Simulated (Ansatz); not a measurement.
The starting structures come from a database of crystals and need not be the phases stable at ambient conditions.

 Where the default PAW files enter, the runs use the earlier of Ansatz's two default sets.

The decay constant κ of evanescent states in the gap governs leakage through a thin film.

Input:

```
CELL_PARAMETERS angstrom
      5.97454     0.00000     0.00000
     -2.98727     5.17411     0.00000
      2.98727     1.72470     4.87819
ATOMIC_POSITIONS crystal
  Rb 0.50000 0.25000 0.25000
  Rb 0.50000 0.75000 0.75000
  Na 0.00000 0.50000 0.50000
  Al 0.00000 0.00000 0.00000
  F  0.00000 0.78110 0.21890
  F  0.00000 0.21890 0.78110
  F  0.00000 0.21890 0.21890
  F  0.00000 0.78110 0.78110
  F  0.56220 0.78110 0.21890
  F  0.43780 0.21890 0.78110
```

Space group of this cell: Fm-3m. The cell is taken as given; by r2SCAN its mean pressure is -3.4 GPa.

Transport runs along the normal of the first two printed cell vectors, the (111) plane of the conventional cell.

No gap correction and no spin-orbit coupling; mid-gap values are interpolated between computed energies.

**Question.** State the band gap and the smallest decay constant κ at mid-gap according to r2SCAN (Ansatz, a quantum-chemistry and plane-wave program).

**Answer.** Gap 7.70 eV on a 8×8×8 mesh; κ = 0.540 1/Å, at the zone centre.
